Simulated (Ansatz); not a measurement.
Start from SnO (space group P4/nmm, No. 129; layered, stacked along the Cartesian z axis).

```
SnO
1.0
    3.83709     0.00000     0.00000
    0.00000     3.83709     0.00000
    0.00000     0.00000     4.75881
Sn O
2 2
Direct
  0.50000   0.00000   0.75657
  0.00000   0.50000   0.24343
  0.50000   0.50000   0.00000
  0.00000   0.00000   0.00000
```

Computed with PBE-D3(BJ) (Ansatz, a program for electronic structure; PAW; 420 eV plane waves; scalar-relativistic without spin-orbit coupling).

The change: every lattice vector is shortened by 0.60 %; the atoms relax in the strained cell.

Q: How does this affect the largest internal atomic displacement?

A: The largest internal atomic displacement comes out as 0.013 Å.

Q: Predict the new energy relative to the base.

A: The energy increases by 0.9 meV/atom.

Stability against distortions was not tested. All final runs are without spin polarisation.
